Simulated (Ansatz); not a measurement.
System: interstitial Mg in rock-salt MgO (charge state +2). Method: PBE, PAW (plane waves to 420 eV; Ansatz, a program for electronic structure).

Settings: 64 host sites, the relaxed PBE lattice, the Γ point alone, smearing 0.01 eV, spin-restricted, no image-charge correction. Static, classical nuclei. The charge state is imposed; whether it is stable for some Fermi level was not computed. Sites that were not tried may lie lower.

Barriers: single points on a 2×2×2 k-point mesh shifted by half a step at the bands' geometries.

Relaxed starting cell (atoms counted from 1):

```yaml
crystal:
  lattice:
    - [8.50724, 0.00000, 0.00000]
    - [0.00000, 8.50724, 0.00000]
    - [0.00000, 0.00000, 8.50724]
  atoms:
    - { symbol: Mg, position: [0.99984, 0.99965, 0.00034] }
    - { symbol: Mg, position: [0.99432, 0.99415, 0.50128] }
    - { symbol: Mg, position: [0.99429, 0.50060, 0.99483] }
    - { symbol: Mg, position: [0.99852, 0.50103, 0.50172] }
    - { symbol: Mg, position: [0.50082, 0.99409, 0.99478] }
    - { symbol: Mg, position: [0.50125, 0.99833, 0.50172] }
    - { symbol: Mg, position: [0.50122, 0.50105, 0.99902] }
    - { symbol: Mg, position: [0.53154, 0.53146, 0.53220] }
    - { symbol: O, position: [0.25087, 0.00065, 0.00135] }
    - { symbol: O, position: [0.24864, 0.99481, 0.50217] }
    - { symbol: O, position: [0.24865, 0.50145, 0.99551] }
    - { symbol: O, position: [0.24918, 0.50107, 0.50178] }
    - { symbol: O, position: [0.74996, 0.00021, 0.00091] }
    - { symbol: O, position: [0.74961, 0.00060, 0.49998] }
    - { symbol: O, position: [0.74961, 0.49929, 0.00132] }
    - { symbol: O, position: [0.75535, 0.50151, 0.50225] }
    - { symbol: Mg, position: [0.99844, 0.24894, 0.24968] }
    - { symbol: Mg, position: [0.99439, 0.24936, 0.75649] }
    - { symbol: Mg, position: [0.99434, 0.75583, 0.25004] }
    - { symbol: Mg, position: [0.99987, 0.75035, 0.75103] }
    - { symbol: Mg, position: [0.53105, 0.21873, 0.21951] }
    - { symbol: Mg, position: [0.50119, 0.24893, 0.75235] }
    - { symbol: Mg, position: [0.50119, 0.75165, 0.24963] }
    - { symbol: Mg, position: [0.50078, 0.75600, 0.75668] }
    - { symbol: O, position: [0.24944, 0.24920, 0.24996] }
    - { symbol: O, position: [0.24861, 0.24841, 0.75567] }
    - { symbol: O, position: [0.24866, 0.75501, 0.24916] }
    - { symbol: O, position: [0.25088, 0.74938, 0.75008] }
    - { symbol: O, position: [0.75521, 0.24836, 0.24915] }
    - { symbol: O, position: [0.74962, 0.25068, 0.75011] }
    - { symbol: O, position: [0.74960, 0.74938, 0.25137] }
    - { symbol: O, position: [0.74992, 0.74973, 0.75042] }
    - { symbol: Mg, position: [0.24917, 0.99822, 0.24966] }
    - { symbol: Mg, position: [0.24955, 0.99419, 0.75650] }
    - { symbol: Mg, position: [0.21902, 0.53079, 0.21966] }
    - { symbol: Mg, position: [0.24913, 0.50100, 0.75236] }
    - { symbol: Mg, position: [0.75605, 0.99415, 0.25005] }
    - { symbol: Mg, position: [0.75055, 0.99968, 0.75102] }
    - { symbol: Mg, position: [0.75182, 0.50101, 0.24966] }
    - { symbol: Mg, position: [0.75616, 0.50054, 0.75664] }
    - { symbol: O, position: [0.00088, 0.00065, 0.25135] }
    - { symbol: O, position: [0.00042, 0.00020, 0.75046] }
    - { symbol: O, position: [0.99498, 0.50144, 0.24918] }
    - { symbol: O, position: [0.00084, 0.49931, 0.75006] }
    - { symbol: O, position: [0.50165, 0.99475, 0.24914] }
    - { symbol: O, position: [0.49950, 0.00059, 0.75009] }
    - { symbol: O, position: [0.50138, 0.50110, 0.24951] }
    - { symbol: O, position: [0.50171, 0.50151, 0.75597] }
    - { symbol: Mg, position: [0.24916, 0.24894, 0.99895] }
    - { symbol: Mg, position: [0.21911, 0.21890, 0.53150] }
    - { symbol: Mg, position: [0.24953, 0.75581, 0.99485] }
    - { symbol: Mg, position: [0.24914, 0.75166, 0.50173] }
    - { symbol: Mg, position: [0.75605, 0.24934, 0.99483] }
    - { symbol: Mg, position: [0.75181, 0.24895, 0.50173] }
    - { symbol: Mg, position: [0.75057, 0.75032, 0.00035] }
    - { symbol: Mg, position: [0.75617, 0.75595, 0.50128] }
    - { symbol: O, position: [0.00086, 0.25068, 0.00136] }
    - { symbol: O, position: [0.99500, 0.24845, 0.50218] }
    - { symbol: O, position: [0.00041, 0.74975, 0.00092] }
    - { symbol: O, position: [0.00082, 0.74935, 0.49997] }
    - { symbol: O, position: [0.50166, 0.24841, 0.99544] }
    - { symbol: O, position: [0.50136, 0.24875, 0.50190] }
    - { symbol: O, position: [0.49949, 0.74937, 0.00133] }
    - { symbol: O, position: [0.50173, 0.75526, 0.50220] }
    - { symbol: Mg, position: [0.37575, 0.37528, 0.37594] }
```
Cell charge +2.

End state 1 differs by these moves (Å; atoms that move under 0.08 Å are left out):

```csv
atom,element,Δx,Δy,Δz
2,Mg,0.10,0.00,0.00
3,Mg,0.10,0.00,0.00
8,Mg,-0.53,0.00,0.00
18,Mg,0.10,0.00,0.00
19,Mg,0.10,0.00,0.00
21,Mg,-0.53,0.00,0.00
35,Mg,0.26,-0.25,0.26
39,Mg,0.25,0.26,-0.25
43,O,0.09,0.00,0.00
50,Mg,0.25,0.26,-0.25
54,Mg,0.26,-0.25,0.26
58,O,0.09,0.00,0.00
65,Mg,2.12,0.00,0.00
```

Question: What forward and backward barriers to end state 1 does PBE, PAW give?

Answer: forward 1.18 eV, backward 1.18 eV; at the saddle point atom 65 has neighbours Mg at 2.19, Mg at 2.21; 2 O at 1.80, 2 O at 2.33 Å. The saddle point's order was not checked, and it lies on a symmetry element of the cell, where a band can be held.

End state 2 differs by these moves (Å; atoms that move under 0.08 Å are left out):

```
atom  element     Δx     Δy     Δz
----  -------  -----  -----  -----
2          Mg   0.00   0.10  -0.01
3          Mg   0.00  -0.01   0.10
5          Mg   0.00   0.10   0.10
8          Mg  -1.33   0.80   0.80
10          O   0.00   0.09  -0.02
11          O   0.00  -0.02   0.09
21         Mg  -0.26   0.22   0.22
24         Mg   0.26   0.22   0.22
35         Mg   0.26  -0.27   0.25
36         Mg  -0.26  -0.27   0.25
50         Mg   0.26   0.25  -0.27
52         Mg  -0.26   0.25  -0.27
65         Mg   1.33   0.80   0.80
```

Question: What is the computed forward and backward barriers to end state 2 (PBE, PAW)?

Answer: forward 1.16 eV, backward 1.16 eV; at the saddle point atom 8 has neighbours Mg at 2.11, Mg at 2.34; 2 O at 1.80, 2 O at 2.07 Å. The saddle point's order was not checked, and it lies on a symmetry element of the cell, where a band can be held.
